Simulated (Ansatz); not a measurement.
## How far PBE and r2SCAN part for hypothetical NiAs type KF, strain tensor (xx, yy, zz, yz, xz, xy) = (+0.43, +0.40, +1.72, +0.70, +0.83, +0.10) %

The parent structure is KF in the NiAs type structure (space group P6_3/mmc, No. 194; a = 3.7393 Å, c = 6.5977 Å; a hypothetical phase, not in the database extracts checked). Axes: x lies along a and z along c of the hexagonal cell.

(Cell as relaxed with PBE.)

Levels (all Ansatz, a program for electronic structure, PAW): PBE (420 eV, without spin-orbit coupling); r2SCAN (500 eV, scalar-relativistic without spin-orbit coupling).

Each level relaxes its own structure.

| base | PBE | r2SCAN |
|---|---|---|
| volume per atom | 19.97 Å³ | 18.80 Å³ |
| lattice parameter a | 3.739 Å | 3.661 Å |
| band gap | 5.90 eV | 6.86 eV |

It is then changed as follows: the symmetric strain tensor [0.0043 0.0010 0.0083; 0.0010 0.0040 0.0070; 0.0083 0.0070 0.0172]; the atoms relax in the strained cell.

```csv
quantity,PBE,r2SCAN
shortest interatomic distance,2.715 Å,[?]
band gap,5.76 eV,[?]
shift of the gap caused by the change,-0.14 eV,[?]
"stress (xx, yy, zz, yz, xz, xy; compression positive)","(-0.46, -0.45, -1.21, -0.14, -0.17, -0.02) GPa",[?]
energy relative to the base (free energy F),+1.9 meV/atom,[?]
```

**Question.** What does r2SCAN give?

**Answer.** 
- shortest interatomic distance, r2SCAN: 2.661 Å
- band gap, r2SCAN: 6.71 eV
- shift of the gap caused by the change, r2SCAN: -0.15 eV
- stress (xx, yy, zz, yz, xz, xy; compression positive), r2SCAN: (-0.60, -0.59, -1.41, -0.21, -0.25, -0.03) GPa
- energy relative to the base (free energy F), r2SCAN: +2.2 meV/atom

PBE's shortest interatomic distance lies 0.054 Å above r2SCAN's (2.0 %); PBE's band gap lies 0.957 eV below r2SCAN's; PBE's energy relative to the base lies 0.3 meV/atom below r2SCAN's. Neither level is exact; r2SCAN is the comparison here, not a measurement.

No phonon test of stability was made.
